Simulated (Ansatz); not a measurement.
Output of an Ansatz run (abridged):

```
WARN ansatz: RAYON_NUM_THREADS=1 ignored (pool sized by the plan → 1); use --threads N
Pseudopotentials: kind: paw
Pseudopotential: Ta, paw, valence charge 13
Pseudopotential: Cu, paw, valence charge 19
Pseudopotential: Se, paw, valence charge 16
Pseudopotential: S, paw, valence charge 6
Crystal: 8 atoms, lattice volume = 180.287 Å³
Basis set: ecut = 420 eV, 3533 PW (Γ), exchange–correlation on 80×80×80 points (8 copies of the dense FFT grid, shifted against one another)
Bands: 75, of which v1, the nominal top of the filled ones, is band 62 counted from 1 (61 counted from 0)
Symmetry: 6 space group operations
Space group: R3m (ITA 160), of the structure as read, at distance tolerance 5.6e-5 Å
k-points: 19 of 125 (time reversal used)
PAW frozen core: Ta, regenerated for the run's functional, and the local potential with it
PAW frozen core: Cu, regenerated for the run's functional, and the local potential with it
PAW frozen core: Se, regenerated for the run's functional, and the local potential with it
PAW frozen core: S, regenerated for the run's functional, and the local potential with it
Initial density: superposition of atomic densities (neutral atoms: chi_scale 0, normalization atom), corrected by the library's trained network
Initial wavefunctions: pseudopotential atomic-orbital guess
Eigensolver: davidson
Functional: x = pbesol(κ = 0.804, μ = 0.12345679012345678), c = pbesol(β = 0.046)
SCF iter   1: F=—  HF=-46734.396868 eV  |F-HF|=—  |Δ(HF+E_count)|=         —  Δρ=1.07e-2  dr2=1.73e-1  ethr=1.77e-3  ⟨swp⟩=5.0  Hψ=4537  notcnv=0  defer=200
all-band conjugate gradients solve this SCF's bands
preconditioner: auto → Resta (q_TF=auto, 2.563 Å⁻¹)
SCF iter   2: F=—  HF=-46734.401159 eV  |F-HF|=—  |Δ(HF+E_count)|=   4.29e-3  Δρ=1.09e-2  dr2=1.49e-1  ethr=1.39e-4  ⟨swp⟩=2.4  Hψ=2844  notcnv=0  defer=194
SCF iter   3: F=—  HF=-46734.369877 eV  |F-HF|=—  |Δ(HF+E_count)|=   3.13e-2  Δρ=2.12e-3  dr2=5.25e-3  ethr=1.20e-4  ⟨swp⟩=2.0  Hψ=1821  notcnv=0  defer=198
SCF iter   4: F=—  HF=-46734.369300 eV  |F-HF|=—  |Δ(HF+E_count)|=   5.77e-4  Δρ=5.24e-4  dr2=5.84e-4  ethr=4.23e-6  ⟨swp⟩=2.0  Hψ=1834  notcnv=0  defer=206
SCF iter   5: F=—  HF=-46734.369411 eV  |F-HF|=—  |Δ(HF+E_count)|=   1.11e-4  Δρ=1.68e-4  dr2=6.16e-5  ethr=4.71e-7  ⟨swp⟩=2.0  Hψ=1934  notcnv=0  defer=207
SCF iter   6: F=—  HF=-46734.369452 eV  |F-HF|=—  |Δ(HF+E_count)|=   4.10e-5  Δρ=5.00e-5  dr2=7.26e-6  ethr=4.97e-8  ⟨swp⟩=2.0  Hψ=1893  notcnv=0  defer=120
SCF iter   7: F=—  HF=-46734.369457 eV  |F-HF|=—  |Δ(HF+E_count)|=   5.54e-6  Δρ=3.16e-5  dr2=1.95e-6  ethr=5.86e-9  ⟨swp⟩=2.0  Hψ=2236  notcnv=0  defer=120
SCF iter   8: F=—  HF=-46734.369458 eV  |F-HF|=—  |Δ(HF+E_count)|=   7.70e-7  Δρ=2.24e-5  dr2=7.42e-7  ethr=1.57e-9  ⟨swp⟩=2.0  Hψ=2192  notcnv=0  defer=120
SCF iter   9: F=-46734.369458 eV  HF=-46734.369458 eV  |F-HF|=1.35e-8  |Δ(HF+E_count)|=   5.06e-8  Δρ=3.35e-6  dr2=1.89e-8  ethr=8.06e-11  ⟨swp⟩=9.4  Hψ=7624  notcnv=0
SCF 1 converged in 9 iterations: F = -46734.369458 eV  dr2 = 1.89e-8
SCF converged after 9 iterations
Free energy (F): -46734.369458 eV
Harris-Foulkes:  -46734.369458 eV  (|F-HF|=1.35e-8)
Internal energy: -46734.369458 eV  (E = F + TS)
E sigma→0 (E₀):  -46734.369458 eV
Fermi energy:    7.842848 eV
--- Per-component energies (eV) ---
  E_band       = -2938.688945
  E_kinetic    = 1726.220587
  E_local      = -27477.677439  (includes V_loc(G=0)·N_el)
  E_nonlocal   = -538.213878
  E_hartree    = 12560.173147
  E_xc         = -885.764725
  E_vxc        = -925.757737  (∫ρ·V_xc dr)
  E_paw        = -19354.941125  (= ΣΔE_a)
  E_vpaw       = -843.597434  (= ΣTr[D̂ρ^β])
  E_aug_tail   = -0.000868  (compensation charges beyond the density's cutoff)
  E_ewald      = -12768.084709
  E_core_change = 3.919554  (= ΣΔE_core)
  E_smearing   = -0.000000  (= −TS)
  E_closure    = 0.000000  (closes the sum)
  Σ components = -46734.369458   (vs F -46734.369458, Δ=0.00e0)
--- Forces (eV/Å), atoms counted from 1 ---
  atom   1  Ta     0.00000000     0.00000006    -1.25067292
  atom   2  Cu     0.07369106     0.04254555    -0.00203374
  atom   3  Cu    -0.07369106     0.04254555    -0.00203374
  atom   4  Cu    -0.00000000    -0.08509110    -0.00203374
  atom   5  Se     0.00000000     0.36851230     0.24535254
  atom   6  Se    -0.31914103    -0.18425617     0.24535251
  atom   7  Se     0.31914103    -0.18425617     0.24535251
  atom   8  S     -0.00000000    -0.00000003     0.52073358
  max |Σ_I F_I| component: 1.70e-5 eV/Å
--- Stress (GPa, compression-positive) ---
       -3.159847      -0.000000       0.000000
       -0.000000      -3.159847      -0.000000
        0.000000      -0.000000      -1.206161
  P = ⅓ Tr σ = -2.5086 GPa (-25.086 kbar)
  The stress holds the Pulay correction. Without it, at fixed plane waves, as pw.x and ABINIT print it: P = -2.5452 GPa
--- Band table (eV; the first three rows and the last of 19) ---
  k-point 0: bands = ["-103.6609", "-103.6609", "-103.6609", "-61.2720", "-61.2719", "-61.2719", "-61.1662", "-61.1662", "-61.1662", "-61.1652", "-61.1652", "-61.1652", "-60.0059", "-39.4656", "-39.4656", "-39.4656", "-39.4644", "-39.4644", [...]
  k-point 1: bands = ["-103.6609", "-103.6609", "-103.6609", "-61.2720", "-61.2719", "-61.2719", "-61.1662", "-61.1662", "-61.1662", "-61.1652", "-61.1652", "-61.1652", "-60.0058", "-39.4656", "-39.4656", "-39.4656", "-39.4644", "-39.4643", [...]
  k-point 2: bands = ["-103.6609", "-103.6609", "-103.6609", "-61.2721", "-61.2719", "-61.2719", "-61.1662", "-61.1662", "-61.1662", "-61.1652", "-61.1652", "-61.1652", "-60.0057", "-39.4656", "-39.4656", "-39.4656", "-39.4644", "-39.4643", [...]
  k-point 18: bands = ["-103.6609", "-103.6609", "-103.6609", "-61.2726", "-61.2718", "-61.2718", "-61.1662", "-61.1662", "-61.1662", "-61.1653", "-61.1652", "-61.1652", "-60.0053", "-39.4656", "-39.4656", "-39.4656", "-39.4644", "-39.4642", [...]
```

The structure:

```
CELL_PARAMETERS angstrom
      3.97379     2.29427     3.29581
     -3.97379     2.29427     3.29581
      0.00000    -4.58854     3.29581
ATOMIC_POSITIONS crystal
  Ta 0.00459 0.00459 0.00459
  Cu 0.49765 0.00630 0.00630
  Cu 0.00630 0.49765 0.00630
  Cu 0.00630 0.00630 0.49765
  Se 0.75035 0.75035 0.25581
  Se 0.25581 0.75035 0.75035
  Se 0.75035 0.25581 0.75035
  S  0.23372 0.23372 0.23372
```

Question: What input produced this log?

Answer: Other spellings and defaults could give the same log, and not every line can be read from it. The input that was run (DFT, PBEsol, plane waves, default PAW files made with PBE):

Ansatz 0.2 input:
```yaml
# TaCu3Se3S
crystal:
  lattice:
    - [3.973793, 2.294270, 3.295813]
    - [-3.973793, 2.294270, 3.295813]
    - [0.000000, -4.588541, 3.295813]
  atoms:
    - { symbol: Ta, position_ang: [0.000000, -0.000001, 9.932793] }
    - { symbol: Cu, position_ang: [1.952543, 1.127301, 1.681656] }
    - { symbol: Cu, position_ang: [-1.952543, 1.127301, 1.681656] }
    - { symbol: Cu, position_ang: [-0.000000, -2.254603, 1.681656] }
    - { symbol: Se, position_ang: [0.000000, 2.269193, 5.789096] }
    - { symbol: Se, position_ang: [-1.965180, -1.134598, 5.789096] }
    - { symbol: Se, position_ang: [1.965180, -1.134598, 5.789096] }
    - { symbol: S, position_ang: [-0.000000, -0.000000, 2.310892] }
basis:
  ecutwfc: 420.0
kpoints:
  mp_grid: { grid: [5, 5, 5] }
hamiltonian:
  xc: pbesol
  pseudopotentials: { kind: paw }
scf:
  occupations: { method: fixed }
output:
  forces: true
  eigenvalues: true
  stress: true
```

The starting cell comes from a database of computed structures (which also holds hypothetical and non-ambient phases and stackings), without a prior relaxation at this level. Its lattice was rescaled by up to half a per cent. One atom was moved a little off its site on purpose. Spin-orbit coupling is off. Forces in this geometry exceed 1 eV/Å. Ansatz's pressure includes its estimate of the finite-basis (Pulay) stress. Another mesh or the band path of this cell gives a smaller gap, so this value is not converged in the mesh.

Ansatz is an electronic-structure program.
